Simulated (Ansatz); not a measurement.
Consider WC (space group P-6m2, No. 187; a = 2.884 Å, c = 2.812 Å; relaxed with 0.1 eV smearing).

Calculations: DFT with LDA, PAW potentials and a 420 eV plane-wave cutoff in Ansatz (an electronic-structure program), no spin-orbit coupling.

Base values:

| Property | Result |
|---|---|
| Pressure | 0.0 GPa |

It is then changed as follows: the cell is scaled by 0.9850 in all directions; the atoms relax in the strained cell.

Q: Predict the new energy relative to the base.

A: The energy goes up by 29 meV/atom.

Q: Estimate the effect on the pressure.

A: The pressure (mean of the normal stresses, compression positive) goes from zero to 21.2 GPa.

Whether these cells are dynamically stable was not tested. All final runs are without spin polarisation.
